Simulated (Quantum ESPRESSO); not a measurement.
Quantum ESPRESSO 7.5, DFT, PBE, plane waves, SSSP 1.1.2 efficiency PBE: fcc Au, 1 atom. Basis and mesh were picked for this test and aren't claimed converged.

cell: 2.88, 2.88, 2.88 Å; 60, 60, 60°
task: scf
k mesh: 18×18×18
ecutwfc: 45 Ry
ecutrho: 360 Ry
occupations: smearing
smearing: mv
degauss: 0.02 Ry
conv_thr: 1e-09 Ry
tprnfor: true
tstress: false
k-point pools (-nk): 1
diagonalization: david (default)
mixing_mode: plain (default)
mixing_beta: 0.7 (default)
mixing_ndim: 8 (default)
k-points computed: 195
bands: 14
electrons: 19
G-vectors of the density: 13323
FFT grid: 36×36×36
symmetry operations: 48

Machine: one whole node, Intel Xeon 6 (Granite Rapids), 96 cores on 1 socket, 2 hardware threads a core, 3 L3 cache groups, 3 NUMA nodes.

Run on 48 ranks, it takes 5.6 s from launch to exit:

```bash
OMP_NUM_THREADS=1 mpirun -np 48 pw.x -nk 1 -in pw.in
```

From its output:

```
     Parallel version (MPI & OpenMP), running on      48 processor cores
     Number of MPI processes:                48
     Threads/MPI process:                     1
     R & G space division:  proc/nbgrp/npool/nimage =      48
     wavefunctions fft division:  task group distribution
     Subspace diagonalization in iterative solution of the eigenvalue problem:
     a serial algorithm will be used
     Using Pencil Decomposition
     number of atoms/cell      =            1
     number of electrons       =        19.00
     number of Kohn-Sham states=           14
     kinetic-energy cutoff     =      45.0000  Ry
     charge density cutoff     =     360.0000  Ry
     scf convergence threshold =      1.0E-09
     mixing beta               =       0.7000
     number of iterations used =            8  plain     mixing
     48 Sym. Ops., with inversion, found
     number of k points=   195  Marzari-Vanderbilt smearing, width (Ry)=  0.0200
     Dense  grid:    13323 G-vectors     FFT dimensions: (  36,  36,  36)
     Smooth grid:     4645 G-vectors     FFT dimensions: (  24,  24,  24)
     Estimated max dynamical RAM per process >       4.42 MB
     Estimated total dynamical RAM >     212.11 MB
...
     init_run     :      0.17s CPU      0.20s WALL (       1 calls)
     electrons    :      3.69s CPU      4.04s WALL (       1 calls)
     forces       :      0.03s CPU      0.03s WALL (       1 calls)

     Called by init_run:
     wfcinit      :      0.12s CPU      0.14s WALL (       1 calls)
     potinit      :      0.02s CPU      0.02s WALL (       1 calls)
     hinit0       :      0.03s CPU      0.03s WALL (       1 calls)

     Called by electrons:
     c_bands      :      3.26s CPU      3.56s WALL (       8 calls)
     sum_band     :      0.42s CPU      0.48s WALL (       8 calls)
     v_of_rho     :      0.00s CPU      0.01s WALL (       8 calls)
     mix_rho      :      0.00s CPU      0.00s WALL (       8 calls)

     Called by c_bands:
     init_us_2    :      0.01s CPU      0.01s WALL (    3510 calls)
     cegterg      :      3.20s CPU      3.49s WALL (    1560 calls)

     Called by *egterg:
     cdiaghg      :      0.58s CPU      0.62s WALL (    5166 calls)
     h_psi        :      2.37s CPU      2.60s WALL (    5556 calls)
     g_psi        :      0.00s CPU      0.00s WALL (    3801 calls)

     Called by h_psi:
     h_psi:calbec :      0.15s CPU      0.17s WALL (    5556 calls)
     vloc_psi     :      2.18s CPU      2.39s WALL (    5556 calls)
     vloc_psi:tg_ :      0.00s CPU      0.00s WALL (    5556 calls)
     add_vuspsi   :      0.02s CPU      0.02s WALL (    5556 calls)

     General routines
     calbec       :      0.17s CPU      0.19s WALL (    6336 calls)
     fft          :      0.04s CPU      0.04s WALL (      96 calls)
     ffts         :      0.02s CPU      0.02s WALL (      16 calls)
     fftw         :      2.43s CPU      2.68s WALL (  135984 calls)
     interpolate  :      0.02s CPU      0.02s WALL (       8 calls)

     Parallel routines
     fft_scatt_xy :      0.12s CPU      0.14s WALL (  136096 calls)
     fft_scatt_yz :      1.90s CPU      2.10s WALL (  136096 calls)
     fft_scatt_tg :      0.05s CPU      0.06s WALL (  135984 calls)

     PWSCF        :      4.55s CPU      4.95s WALL
```

Times are wall-clock medians of two to five runs, from launch to exit, with nothing else on the machine. Unless noted, each process is bound to its own block of adjacent cores. Build: conda-forge: Open MPI 5.0, OpenMP, OpenBLAS 0.3.34 (pthreads), FFTW, ScaLAPACK, ELPA. Other compilers and libraries give other times. Scratch files lie in a memory file system.

**Question.** What holds this run back, and which change relieves it on the same cores with the result kept within 1.0 meV/atom in energy?

**Answer.** The largest part is FFTs of H·ψ (vloc_psi), 43 % of the time. Of the 2.7 s in fft, ffts and fftw, 2.3 s are fft_scatt_*, the packing and exchange of data between ranks. One change that relieves it (others may too): going from -nk 1 to -nk 12, one of the fastest among the values tried that keep the result: 5.6 s to 1.4 s (4.0× as fast). The largest move is in FFTs of H·ψ (vloc_psi): 2.4 s to 0.21 s. These two results differ by: energy equal as printed. Others tried: -nk 24 (1.4 s); -nk 16 (1.4 s); -nk 8 (1.5 s); -nk 48 (1.6 s); -nk 6 (1.6 s); -nk 4 (1.9 s); -nk left out (the program takes 4) (1.9 s); -nk 3 (2.2 s); -nk 2 (2.8 s). Launch, exit and the like take 0.64 s of the 1.4 s.
